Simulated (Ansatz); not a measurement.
# SrPd2Sb2 (P4/nmm): band-structure transport figures

Here is the system:

```
Pd2SrSb2
1.0
    4.61612     0.00000     0.00000
    0.00000     4.61612     0.00000
    0.00000     0.00000    10.71543
Sr Sb Pd
2 4 4
Direct
  0.50000   0.00000   0.75924
  0.00000   0.50000   0.24076
  0.00000   0.00000   0.50000
  0.50000   0.50000   0.50000
  0.50000   0.00000   0.12696
  0.00000   0.50000   0.87304
  0.00000   0.00000   0.00000
  0.50000   0.50000   0.00000
  0.50000   0.00000   0.37071
  0.00000   0.50000   0.62929
```

All values below come from PBEsol, rigid bands (plane waves, PAW, scalar-relativistic; Ansatz, an electronic-structure program). Geometry: cell and atoms relaxed with PBEsol.

The density of states at the Fermi level is 4.52 states/(eV·cell), both spins. The bare Sommerfeld coefficient is 1.07 mJ/(mol of atoms·K²) and the drude plasma energy is 4.5 (x), 4.5 (y), 3.0 (z) eV. The root-mean-square Fermi velocity comes out as 5.7e5 m/s and the resistivity times τ comes out as 24 (x), 24 (y), 55 (z) ×10⁻²² Ω·m·s.

A metal at this level (no band gap); rigid bands, thermally averaged at 300 K, both spins. Spin-orbit coupling is left out. τ is one relaxation time for all states.

Computed structure, not matched to a measured one here, so possibly hypothetical: SrPd2Sb2 (P4/nmm).
